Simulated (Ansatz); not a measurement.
Base system: LaLuO₃ in the cubic perovskite structure (space group Pm-3m, No. 221; a = 4.193 Å; a hypothetical phase, not in the database extracts checked).

Levels (all Ansatz, an electronic-structure program, PAW): PBEsol (420 eV, scalar-relativistic without spin-orbit coupling); HSE06 (420 eV, without spin-orbit coupling).

The geometry is relaxed with PBEsol.

| Item | Result |
|---|---|
| PBEsol band gap | 1.43 eV |

Q: How does going to HSE06 change the band gap?

A: The band gap increases by 1.70 eV, from 1.43 eV to 3.13 eV.

Single points use the geometry relaxed with PBEsol. No phonon test of stability was made. Many cubic perovskites are stable only at high temperature; tilts and polar distortions were not tested.
